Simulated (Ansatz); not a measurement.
Start from CoSi (space group P2_13, No. 198; a = 4.4307 Å; non-magnetic).

Calculations: plane-wave PAW DFT at the PBE level (Ansatz, an electronic-structure program, 420 eV), no spin-orbit coupling.

Base values:

| Item | Value |
|---|---|
| Magnetic state | non-magnetic |
| Lattice parameter a | 443.1 pm |

One thing is altered: every Si is replaced by Tl, then cell and atoms are relaxed.

Tabulated Pauling electronegativity and covalent radius: Si 1.90, 1.11 Å; Tl 1.62, 1.45 Å.

Problem. What does the calculation give for the magnetic state and lattice parameter a after the change?

Solution. The magnetic state changes from non-magnetic to ferromagnetic; the lattice parameter a increases by 77.1 pm (443.1 pm → 520.2 pm).

Other magnetic orders, which the real material may have, were not ruled out. Stability against distortions was not tested. As relaxed here, TlCo is a hypothetical phase, not in the database extracts checked. Seeded moments were not kept for the base. Spin-polarised in the final run: TlCo; the other runs are not.
